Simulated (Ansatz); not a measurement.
Ansatz (an electronic-structure program) run on YZnCuP2 (P3m1, 5 atoms in the cell): self-consistent single point.

Method of the run: LDA (PW92), default PAW files made with PBE (plane waves; Ansatz).

```xyz
5
Lattice="3.9753 0.0000 0.0000 -1.9876 3.4427 0.0000 0.0000 0.0000 6.5642" Properties=species:S:1:pos:R:3 pbc="T T T"
Y      0.0000     2.2951     6.5127
Zn     0.0000     0.0000     2.4715
Cu     1.9876     1.1476     4.1979
P      1.9876     1.1476     1.6850
P      0.0000     0.0000     4.8755
```

Reference input (self-consistent single point, DFT, LDA (PW92), plane waves, default PAW files made with PBE): basis.ecutwfc = 30.9 Ry; kpoints.mp_grid.grid = 7 7 4; hamiltonian.xc = lda; hamiltonian.pseudopotentials = {kind: paw} (the program's default PAW files); scf.occupations.method = gaussian; scf.occupations.width = 0.0073 Ry. This run's input differs from it in these lines:

Ansatz 0.2 input:
```diff
@@ -16,3 +16,3 @@
   mp_grid:
-    grid: [7, 7, 4]
+    grid: [13, 13, 7]
 hamiltonian:
@@ -24,3 +24,3 @@
     method: gaussian
-    width: 0.0073 Ry
+    width: 0.0037 Ry
 output:
```

Output (repeated stretches shortened):

```
SCF iter   1: F=—  HF=-15003.470384 eV  |F-HF|=—  |Δ(HF+E_count)|=         —  Δρ=8.54e-3  dr2=3.53e-2  ethr=1.77e-3  ⟨swp⟩=6.6  Hψ=18254  notcnv=0  defer=1
all-band conjugate gradients solve this SCF's bands
preconditioner: auto → Kerker (q_TF=auto, 2.491 Å⁻¹)
SCF iter   2: F=—  HF=-15003.463039 eV  |F-HF|=—  |Δ(HF+E_count)|=   7.34e-3  Δρ=3.20e-3  dr2=1.07e-2  ethr=6.79e-5  ⟨swp⟩=2.4  Hψ=7959  notcnv=0  defer=187
   [... lines left out ...]
SCF iter   5: F=—  HF=-15003.460091 eV  |F-HF|=—  |Δ(HF+E_count)|=   5.70e-7  Δρ=2.47e-4  dr2=3.72e-5  ethr=1.12e-7  ⟨swp⟩=2.0  Hψ=6087  notcnv=0  defer=187
SCF iter   6: F=—  HF=-15003.460072 eV  |F-HF|=—  |Δ(HF+E_count)|=   1.93e-5  Δρ=2.77e-5  dr2=1.78e-6  ethr=7.15e-8  ⟨swp⟩=2.0  Hψ=5834  notcnv=0  defer=187
SCF iter   7: F=—  HF=-15003.460072 eV  |F-HF|=—  |Δ(HF+E_count)|=   1.65e-7  Δρ=1.29e-5  dr2=1.69e-7  ethr=3.42e-9  ⟨swp⟩=2.0  Hψ=5320  notcnv=0  defer=187
SCF iter   8: F=-15003.460072 eV  HF=-15003.460072 eV  |F-HF|=8.28e-9  |Δ(HF+E_count)|=   1.20e-8  Δρ=3.89e-6  dr2=1.59e-8  ethr=1.92e-10  ⟨swp⟩=9.3  Hψ=17592  notcnv=0
SCF 1 converged in 8 iterations: F = -15003.460072 eV  dr2 = 1.59e-8
Free energy (F): -15003.460072 eV
Internal energy: -15003.459796 eV  (E = F + TS)
E sigma→0 (E₀):  -15003.459934 eV
Entropy (-TS):   -0.000276 eV (-0.055 meV/atom)
Fermi energy:    10.774001 eV
--- Forces (eV/Å), atoms counted from 1 ---
  atom   1  Y     -0.00000000    -0.00000000    -0.47752691
  atom   2  Zn     0.00000000    -0.00000000     0.11149187
  atom   3  Cu    -0.00000000     0.00000000     0.16847772
  atom   4  P      0.00000000     0.00000000     0.15538095
  atom   5  P      0.00000000     0.00000000     0.04215420
--- Stress (GPa, compression-positive) ---
       -7.144464      -0.000000      -0.000000
       -0.000000      -7.144464       0.000000
        0.000000       0.000000      -7.423269
  P = ⅓ Tr σ = -7.2374 GPa (-72.374 kbar)
  The stress holds the Pulay correction. Without it, at fixed plane waves, as pw.x and ABINIT print it: P = -7.2874 GPa
```

The run converged in 8 iterations. Against the reference run the free energy drops by 1.5 meV/atom, the pressure hardly changes (-7.26 to -7.24 GPa) and the largest force goes from 0.465 to 0.478 eV/Å.

The starting cell comes from a database of computed structures (which also holds hypothetical and non-ambient phases and stackings), without a prior relaxation at this level. Its lattice was rescaled by up to half a per cent. One atom was moved a little off its site on purpose. Spin polarisation is off. With a pressure of about -7 GPa the cell is away from its equilibrium volume at this level. Ansatz's pressure includes its estimate of the finite-basis (Pulay) stress.

Cost on one core of a shared machine: roughly 30 s.
